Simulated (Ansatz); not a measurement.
System: W-vacancy pair (W on one host Ag site, one Ag site vacant) in fcc Ag (neutral cell). Level of theory: PBE, PAW (plane waves to 420 eV; Ansatz, a program for electronic structure).

Settings: 32 host sites, the relaxed PBE lattice, a 2×2×2 k-point mesh shifted by half a step, smearing 0.10 eV, spin-restricted, no image-charge correction. No zero-point or tunnelling terms. Spin-orbit coupling is left out. Forms of the defect that were not tried may lie lower. The start lies 0.19 eV above the lowest site run (PBE).

Barriers: single points on a 4×4×4 k-point mesh shifted by half a step at the bands' geometries (they differ from the bands' own by up to 0.19 eV, and are uncertain by about as much).

Relaxed starting cell (atoms counted from 1):

```
CELL_PARAMETERS angstrom
      8.29686     0.00000     0.00000
      0.00000     8.29686     0.00000
      0.00000     0.00000     8.29686
ATOMIC_POSITIONS crystal
  W  0.99950 0.99786 0.99877
  Ag 0.99953 0.00527 0.49936
  Ag 0.99951 0.49867 0.00603
  Ag 0.99954 0.49958 0.50062
  Ag 0.49949 0.00268 0.00357
  Ag 0.49945 0.00180 0.49967
  Ag 0.49952 0.49877 0.00299
  Ag 0.49954 0.50045 0.50138
  Ag 0.99944 0.24804 0.75553
  Ag 0.99948 0.75464 0.24897
  Ag 0.99945 0.75419 0.75497
  Ag 0.49953 0.24968 0.25061
  Ag 0.49940 0.25009 0.75442
  Ag 0.49956 0.75332 0.25104
  Ag 0.49947 0.75151 0.75249
  Ag 0.23802 0.00681 0.24798
  Ag 0.24728 0.00133 0.75368
  Ag 0.24751 0.49856 0.25170
  Ag 0.24903 0.49862 0.75253
  Ag 0.76106 0.00696 0.24813
  Ag 0.75170 0.00135 0.75363
  Ag 0.75162 0.49868 0.25163
  Ag 0.74986 0.49876 0.75249
  Ag 0.23792 0.24717 0.00759
  Ag 0.24768 0.25071 0.49978
  Ag 0.24732 0.75277 0.00240
  Ag 0.24898 0.75147 0.49947
  Ag 0.76112 0.24724 0.00764
  Ag 0.75134 0.25067 0.49975
  Ag 0.75162 0.75289 0.00235
  Ag 0.75002 0.75149 0.49952
```

End state 1 differs by these moves (Å; atoms that move under 0.08 Å are left out):

```
atom  element    Δx    Δy    Δz
----  -------  ----  ----  ----
1           W  0.00  2.13  2.13
```

Task: What forward and backward barriers to end state 1 does PBE, PAW give?

Result: forward 1.24 eV, backward 1.24 eV; at the saddle point atom 1 has neighbours 4 Ag at 2.70, 4 Ag at 3.08 Å. The saddle point's order was not checked, and it lies on a symmetry element of the cell, where a band can be held.

End state 2 differs by these moves (Å; atoms that move under 0.08 Å are left out):

```tsv
atom	element	Δx	Δy	Δz
3	Ag	0.00	-2.06	1.98
20	Ag	-0.07	-0.05	0.00
```

Task: Give the forward and backward barriers to end state 2 at the level PBE, PAW.

Result: forward 0.51 eV, backward 0.70 eV; at the saddle point atom 3 has neighbours 2 Ag at 2.69, 2 Ag at 2.72, Ag at 3.08, Ag at 3.17, Ag at 3.30; W at 3.26 Å. The saddle point's order was not checked, and it lies on a symmetry element of the cell, where a band can be held.
